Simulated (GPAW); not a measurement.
# Worked example: self-consistent single point of TaN (P6/mmm, 6 atoms in the cell) in GPAW

Method: PBEsol, GPAW PAW datasets PBEsol (made by gpaw-setup) (plane waves; GPAW).

This input was run:

```python
from ase import Atoms
from ase.units import GPa
from gpaw import GPAW, PW

atoms = Atoms(['Ta', 'Ta', 'Ta', 'N', 'N', 'N'],
              cell=[[5.276834, 0.000000, 0.000000],
                    [-2.638417, 4.569873, 0.000000],
                    [0.000000, 0.000000, 2.938911]],
              scaled_positions=[[0.000000, 0.000000, 0.000000],
                                [0.666667, 0.333333, 0.500000],
                                [0.333333, 0.666667, 0.500000],
                                [0.000000, 0.500000, 0.000000],
                                [0.500000, 0.000000, 0.000000],
                                [0.500000, 0.500000, 0.000000]],
              pbc=True)

calc = GPAW(mode=PW(950),
            xc='PBEsol',
            kpts={'size': (6, 6, 9), 'gamma': True},
            occupations={'name': 'methfessel-paxton', 'width': 0.1, 'order': 0},
            nbands=-10,
            symmetry={'symmorphic': False, 'tolerance': 0.0005},
            maxiter=150,
            txt='-')

atoms.calc = calc

energy = atoms.get_potential_energy()
print('Energy (eV):', round(energy, 6))
forces = atoms.get_forces()
print('Forces (eV/Ang):')
print(forces.round(5))
stress = atoms.get_stress()
print('Stress (GPa, Voigt):', (stress / GPa).round(4))
```

Output, abridged:

```
Input parameters:
  kpts: {gamma: True,
         size: (6, 6, 9)}
  maxiter: 150
  mode: {ecut: 950.0,
         name: pw}
  nbands: -10
  occupations: {name: methfessel-paxton,
                order: 0,
                width: 0.1}
  symmetry: {symmorphic: False,
             tolerance: 0.0005}
  xc: PBEsol

species:
  Ta:
    name: Tantalum
    Z: 73.0
    valence: 13
    core: 60
    charge: 0.0
    file: Ta.PBEsol.gz

    # Using partial waves for Ta as LCAO basis

  N:
    name: Nitrogen
    Z: 7.0
    valence: 5
    core: 2
    charge: 0.0
    file: N.PBEsol.gz

    # Using partial waves for N as LCAO basis

Reference energy: -1276566.331196  # eV

Spin-paired calculation

Convergence criteria:
 Maximum [total energy] change in last 3 cyles: 0.0005 eV / valence electron
 Maximum integral of absolute [dens]ity change: 0.0001 electrons / valence electron
 Maximum integral of absolute [eigenst]ate change: 4e-08 eV^2 / valence electron
 Maximum number of scf [iter]ations: 150

Symmetries present (total): 24
Symmetries with fractional translations: 0
324 k-points: 6 x 6 x 9 Monkhorst-Pack grid + [1/12,1/12,0.000000]
35 k-points in the irreducible part of the Brillouin zone
       k-points in crystal coordinates                weights
   0:     0.00000000    0.00000000    0.00000000          1/324
   1:     0.00000000    0.00000000    0.11111111          2/324
   2:     0.00000000    0.00000000    0.22222222          2/324
   [... 7 lines left out ...]
          ...
  34:     0.50000000    0.50000000    0.44444444          6/324

Wave functions: Plane wave expansion
  Cutoff energy: 950.000 eV
  Number of coefficients (min, max): 4695, 4743
  Pulay-stress correction: 0.000000 eV/Ang^3 (de/decut=0.000000)

Occupation numbers: Methfessel-Paxton:
  width: 0.1000  # eV
  order: 0

Eigensolver

Densities:
  Coarse grid: 40*40*21 grid
  Fine grid: 80*80*42 grid
  Total Charge: 0.000000

Density mixing:
  Method: separate
  Backend: pulay
  Linear mixing parameter: 0.05
  old densities: 5
  Damping of long wavelength oscillations: 50

Hamiltonian:
  XC and Coulomb potentials evaluated on a 80*80*42 grid
  External potential:
    NoExternalPotential

XC parameters: PBEsol with 2 nearest neighbor stencil

Number of atoms: 6
Number of atomic orbitals: 51
Number of bands in calculation: 37
Number of valence electrons: 54
Bands to converge: occupied

Density initialized from atomic densities
  37 bands from LCAO basis set

Atomic positions and initial magnetic moments

Positions:
   0 Ta     0.000000    0.000000    0.000000    ( 0.0000,  0.0000,  0.0000)
   1 Ta     2.638420    1.523289    1.469456    ( 0.0000,  0.0000,  0.0000)
   2 Ta    -0.000003    3.046584    1.469456    ( 0.0000,  0.0000,  0.0000)
   3 N     -1.319209    2.284937    0.000000    ( 0.0000,  0.0000,  0.0000)
   4 N      2.638417    0.000000    0.000000    ( 0.0000,  0.0000,  0.0000)
   5 N      1.319209    2.284937    0.000000    ( 0.0000,  0.0000,  0.0000)

Unit cell:
           periodic     x           y           z      points  spacing
  1. axis:    yes    5.276834    0.000000    0.000000    40     0.1142
  2. axis:    yes   -2.638417    4.569873    0.000000    40     0.1142
  3. axis:    yes    0.000000    0.000000    2.938911    21     0.1399

  Lengths:   5.276834   5.276835   2.938911
  Angles:   90.000000  90.000000 119.999996

Effective grid spacing dv^(1/3) = 0.1282

     iter     time        total  log10-change:
                         energy   eigst   dens
iter:   1 --:--:--   -69.142101
iter:   2 --:--:--   -67.289513   -1.05  -0.96
iter:   3 --:--:--   -63.114590   -0.11  -1.01
iter:   4 --:--:--   -63.067341   -0.85  -1.37
iter:   5 --:--:--   -63.142637   -1.41  -1.49
iter:   6 --:--:--   -63.095455   -1.19  -1.60
iter:   7 --:--:--   -63.035915   -2.29  -2.00
iter:   8 --:--:--   -63.041249   -3.15  -2.40
iter:   9 --:--:--   -63.035828c  -2.84  -2.38
iter:  10 --:--:--   -63.033462c  -3.34  -2.47
iter:  11 --:--:--   -63.031908c  -3.76  -2.85
iter:  12 --:--:--   -63.031882c  -4.85  -3.16
iter:  13 --:--:--   -63.031879c  -5.38  -3.24
iter:  14 --:--:--   -63.031682c  -4.85  -3.36
iter:  15 --:--:--   -63.031672c  -5.31  -3.73
iter:  16 --:--:--   -63.031673c  -6.48  -3.97
iter:  17 --:--:--   -63.031673c  -7.25  -3.98
iter:  18 --:--:--   -63.031667c  -6.45  -4.01c
iter:  19 --:--:--   -63.031667c  -6.80  -4.44c
iter:  20 --:--:--   -63.031667c  -7.85c -4.64c

Converged after 20 iterations.

Dipole moment: (0.000000, -0.000000, -0.000000) |e|*Ang

Energy contributions relative to reference atoms: (reference = -1276566.331196)

Kinetic:        +24.781784
Potential:      -31.895351
External:        +0.000000
XC:             -55.786486
Entropy (-ST):   -0.003361
Local:           -0.129933
SIC:             +0.000000
--------------------------
Free energy:    -63.033347
Extrapolated:   -63.031667

Showing only first 2 kpts
 Kpt  Band  Eigenvalues  Occupancy
  0    25     10.98682    2.00000
  0    26     11.79540    2.00000
  0    27     11.79541    2.00000
  0    28     13.80385    0.00000

  1    25     11.49974    2.00000
  1    26     12.05509    2.00000
  1    27     12.05509    2.00000
  1    28     13.83255    0.00000

Fermi level: 12.83039

No gap
No difference between direct/indirect transitions
Energy (eV): -63.031667

Forces in eV/Ang:
  0 Ta    0.00000    0.00000    0.00000
  1 Ta    0.00000   -0.00000    0.00000
  2 Ta    0.00000    0.00000    0.00000
  3 N     0.00000    0.00000    0.00000
  4 N     0.00000    0.00000    0.00000
  5 N    -0.00000    0.00000    0.00000

Stress tensor:
     0.068855     0.000000     0.000000
     0.000000     0.068855     0.000000
     0.000000     0.000000     0.074266
Stress (GPa, Voigt): [11.0318 11.0317 11.8988  0.      0.      0.    ]
```

The run converged in 20 iterations. GPAW prints stress with tension positive.

At such cutoffs GPAW's stress carries a finite-basis (Pulay) error, which enters relaxed cells too; its log prints stress with tension positive.

The starting cell comes from a database of computed structures (which also holds hypothetical and non-ambient phases and stackings), without a prior relaxation at this level. Its lattice was rescaled by a random factor within 2.5 % of one. Spin-orbit coupling is off. Spin polarisation is off.

Cost on one core of a shared machine: roughly 3 min.
